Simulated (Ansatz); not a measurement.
Results of G0W0@PBEsol+SOC (Ansatz, a first-principles code, hard PAW, contour deformation, complete-basis limit, spin–orbit shift from PBEsol) for Ca3CO (model structure, Pm-3m, No. 221, 5 atoms in the cell).

Numerical settings: largest k mesh 6×6×6 (not extrapolated in the mesh).

Cell (relaxed with PBEsol):

Space group Pm-3m (No. 221); a = 4.470 Å, b = 4.470 Å, c = 4.470 Å, α = 90.00°, β = 90.00°, γ = 90.00°

```csv
atom,site,symmetry,x,y,z
Ca,3c,4/mm.m,0.0000,0.5000,0.5000
C,1a,m-3m,0.0000,0.0000,0.0000
O,1b,m-3m,0.5000,0.5000,0.5000
```

Give the computed band gap.


- band gap: 1.09 eV

Note: spin–orbit coupling enters as the shift of the gap found with a semilocal functional; the relaxation could raise the start's symmetry but not lower it, so the cell can be a saddle point.

Computed values are for the static lattice.

Computing time: around 80 core-minutes (rough).

A model structure was made by putting elements into a prototype or built by hand; it is no filed structure, need not be a known phase, and can be a saddle point held by its symmetry.
